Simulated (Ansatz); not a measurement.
Results of r²SCAN (plane waves, PAW; Ansatz, a program for electronic structure) for CaNbO2F (model structure, started from the SrVO2H type, P4/mmm, No. 123, 5 atoms in the cell).

Input:

Ansatz 0.2 input:
```yaml
crystal:
  lattice:
    - [4.0172697801, 0.0, 0.0]
    - [0.0, 4.0172697801, 0.0]
    - [0.0, 0.0, 4.1616310531]
  atoms:
    - { symbol: Ca, position: [0.5, 0.5, 0.5], spin: 0.0 }
    - { symbol: Nb, position: [0.0, 0.0, 0.0], spin: 1.0 }
    - { symbol: O, position: [0.5, 0.0, 0.0], spin: 0.0 }
    - { symbol: O, position: [0.0, 0.5, 0.0], spin: 0.0 }
    - { symbol: F, position: [0.0, 0.0, 0.5], spin: 0.0 }
basis:
  ecutwfc: 560
  ecutrho_ratio: 4
  xc_grid: 3
kpoints:
  mp_grid: { grid: [14, 14, 14] }
hamiltonian:
  xc: r2scan
  dispersion: none
  pseudopotentials: { kind: paw }
scf:
  occupations: { method: fermi_dirac, width: 0.05 }
  convergence: { dr2_threshold: 0.0000000005 }
output:
  forces: true
  stress: true
  eigenvalues: true
magnetization:
  spin_polarized: true
```

Output (set-up and result lines):

```
Crystal: 5 atoms, lattice volume = 67.162 Å³
Basis set: ecut = 560 eV, 2017 PW (Γ), exchange–correlation on 96×96×108 points (27 copies of the dense FFT grid, shifted against one another)
Bands: 27, of which v1, the nominal top of the filled ones, is band 21 counted from 1 (20 counted from 0)
Symmetry: 16 space group operations
Space group: P4/mmm (ITA 123), of the structure as read, at distance tolerance 4.1e-5 Å
k-points: 288 of 2744
Initial density: superposition of atomic densities (chi_scale 0.1, normalization cell, long waves kept (reshape's long-wave potential 0.01 eV rms))
Functional: x = r2scan, c = r2scan; τ floored in thin density (d = 2e-4 eV/Å³)
spin=Collinear: Kerker preconditioning applied to the charge; magnetization (m = ρ↑ − ρ↓) channel mixes plain (no charge-response kernel on spin).
SCF 1 converged in 23 iterations: F = -8337.270740 eV  dr2 = 8.32e-11
SCF converged after 23 iterations
Magnetization: 0.8735 μB (21.4368 up, 20.5632 down)
Free energy (F): -8337.270740 eV
Internal energy: -8337.254587 eV  (E = F + TS)
E sigma→0 (E₀):  -8337.262664 eV
Fermi energy:    13.043812 eV
--- Forces (eV/Å), atoms counted from 1 ---
  atom   1  Ca     0.00000000    -0.00000000     0.00000000
  atom   2  Nb     0.00000000     0.00000000     0.00000000
  atom   3  O     -0.00000000     0.00000000     0.00000000
  atom   4  O      0.00000000     0.00000000     0.00000000
  atom   5  F     -0.00000000    -0.00000000     0.00000000
--- Stress (GPa, compression-positive) ---
        3.593535       0.000000       0.000000
        0.000000       3.593535       0.000000
        0.000000       0.000000       1.294048
  P = ⅓ Tr σ = 2.8270 GPa (28.270 kbar)
```

The PAW data were made under PBE.

The run is spin-polarised with parallel starting moments, which need not be the measured order.

Note: the magnetic order was assumed, not searched for or taken from measurement. Note: moments this small hang on the smearing and the k mesh. Note: the moments ended far under their starting size, a low-moment state that need not be the lowest. Note: the relaxation could raise the start's symmetry but not lower it, so the cell can be a saddle point. Note: cell and atoms aren't relaxed at this level (pressure 2.8 GPa). Note: functionals without U or exact exchange can leave correlated insulators metallic, so the missing gap need not be real.

It cost roughly 5 core-minutes of CPU time.

A model structure was made by putting elements into a prototype or built by hand; it is no filed structure, need not be a known phase, and can be a saddle point held by its symmetry.
